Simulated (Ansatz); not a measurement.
Results of PBEsol (Ansatz, a quantum-chemistry and plane-wave program, plane waves, PAW) for cubic perovskite KNiF3.

Numerical settings: plane-wave cutoff 520 eV, 8×8×8 k mesh, Fermi–Dirac smearing 0.01 eV, spin-polarised start, scalar-relativistic PAW data made under PBE.

Computed at the level's own relaxed cell.

Question: Give the computed band gap, Γ–Γ gap, lattice parameter a and bulk modulus.

Answer: 
band gap: 0.44 eV (on the SCF k mesh)
Γ–Γ gap: 1.42 eV
lattice parameter a: 4.002 Å
bulk modulus: 85.5 GPa

Note: the magnetic order was assumed, not searched for or taken from measurement; the bulk modulus is −V dP/dV from two relaxed cells at ±2 % in volume.

Static lattice: no zero-point or thermal effects.

Computing time: around 50 core-seconds (rough).
